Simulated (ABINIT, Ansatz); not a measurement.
An ABINIT input for a self-consistent single point of Ir (Fm-3m, 1 atom in the cell) (DFT, LDA (PW92), plane waves, PAW (JTH v2.0 LDA PAW)):

```
# Ir, JTH v2.0 LDA PAW
pp_dirpath "./"
pseudos "Ir.LDA_PW-JTH.xml"
acell 3*1.0
rprim
         0.0000000000    3.7237317847    3.7237317847
         3.7237317847   -0.0000000000    3.7237317847
         3.7237317847    3.7237317847    0.0000000000
natom 1
ntypat 1
znucl 77
typat 1
xred    0.0000000000    0.0000000000    0.0000000000
ecut 20 Ha
pawecutdg 40 Ha
pawxcdev 0
occopt 3
tsmear 0.05 eV
nband 13
kptopt 1
ngkpt 12 12 12
nshiftk 1
shiftk 0 0 0
nstep 80
tolvrs 1.0e-11
prtwf 0
prtden 0
enunit 2
```

### Question
Translate this input to Ansatz (a quantum-chemistry and plane-wave program).

### Answer
This is the input that was run; spellings and numerical settings could be chosen otherwise.

Ansatz 0.2 input:
```yaml
crystal:
  lattice:
    - [0.00000000, 1.97051400, 1.97051400]
    - [1.97051400, 0.00000000, 1.97051400]
    - [1.97051400, 1.97051400, 0.00000000]
  atoms:
    - { symbol: Ir, position: [0.00000000, 0.00000000, 0.00000000] }
kpoints:
  mp_grid: { grid: [12, 12, 12] }
hamiltonian:
  xc: lda
  pseudopotentials: { kind: paw }
scf:
  occupations: { method: fermi_dirac, width: 0.05 eV }
output:
  forces: true
  eigenvalues: true
  stress: true
```

Basis, cutoffs, solver keys and any potentials are the target program's own. This input uses DFT, LDA (PW92), plane waves, default PAW files made with PBE. LDA parametrisations can differ slightly between programs. Both were run: pressure -32.63 GPa in ABINIT and -32.00 in Ansatz. Ansatz's pressure is the one without its finite-basis correction.

On ABINIT: the starting cell comes from a database of computed structures (which also holds hypothetical and non-ambient phases and stackings), without a prior relaxation at this level. Its lattice was rescaled by a random factor within 2.5 % of one. Spin polarisation is off. With a pressure of about -33 GPa the cell is away from its equilibrium volume at this level.

On Ansatz: the starting cell comes from a database of computed structures (which also holds hypothetical and non-ambient phases and stackings), without a prior relaxation at this level. Its lattice was rescaled by a random factor within 2.5 % of one. Spin polarisation is off. With a pressure of about -32 GPa the cell is away from its equilibrium volume at this level.
